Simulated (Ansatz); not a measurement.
**Response to strain in BN**

Consider BN in the wurtzite structure (space group P6_3mc, No. 186; a = 2.5410 Å, c = 4.2033 Å). Axes: x lies along a and z along c of the hexagonal cell.

Strains are applied to the cell and any free atomic positions relax; under biaxial strain the out-of-plane vector relaxes too.

Computed with PBEsol (Ansatz, a program for electronic structure; PAW; 420 eV plane waves; scalar-relativistic without spin-orbit coupling).

```json
[
 {"biaxial strain, plane normal [001], relaxed out of plane (%)": "0", "band gap (eV)": "4.96"},
 {"biaxial strain, plane normal [001], relaxed out of plane (%)": "0.6", "band gap (eV)": "5.02"},
 {"biaxial strain, plane normal [001], relaxed out of plane (%)": "1.2", "band gap (eV)": "5.07"},
 {"biaxial strain, plane normal [001], relaxed out of plane (%)": "1.8", "band gap (eV)": "?"},
 {"biaxial strain, plane normal [001], relaxed out of plane (%)": "2.4", "band gap (eV)": "5.15"},
 {"biaxial strain, plane normal [001], relaxed out of plane (%)": "3", "band gap (eV)": "5.18"}
]
```

Q: Fit E_g = E₀ + Dε (ε in %) to the rows shown and predict the withheld row.

A: Least squares on the printed values gives E₀ = 4.97 eV, D = 72.5 meV per % of strain (largest residual 0.01 eV); this predicts 5.10 eV, and the run gives 5.11 eV, in agreement.

Stability against distortions was not tested.
